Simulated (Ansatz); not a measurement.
Base system: BN in the wurtzite structure (space group P6_3mc, No. 186; a = 2.523 Å, c = 4.175 Å). Axes: x lies along a and z along c of the hexagonal cell.

The values are results of LDA, PAW, 420 eV (Ansatz, a program for electronic structure; spin-orbit coupling left out), not measurements.

Base values:

The electron mass is 0.30 mₑ along c, 0.50 mₑ across (at K).

It is then changed as follows: the cell is compressed by 0.60 % along z with no lateral relaxation, atoms relaxed at fixed cell.

Q: Estimate the effect on the stress and electron mass.

A: The stress (xx, yy, zz, yz, xz, xy; compression positive) amounts to (0.39, 0.39, 6.69, 0.00, 0.00, 0.00) GPa; the electron mass changes from 0.30 mₑ along c, 0.50 mₑ across (at K) to 0.30 mₑ along z, 0.50 mₑ across (at K).

The levels and masses belong to the bands next to the band gap. The cells carry an imposed strain or load. Effective masses come from finite differences of ±0.01 Å⁻¹. Stability against distortions was not tested.
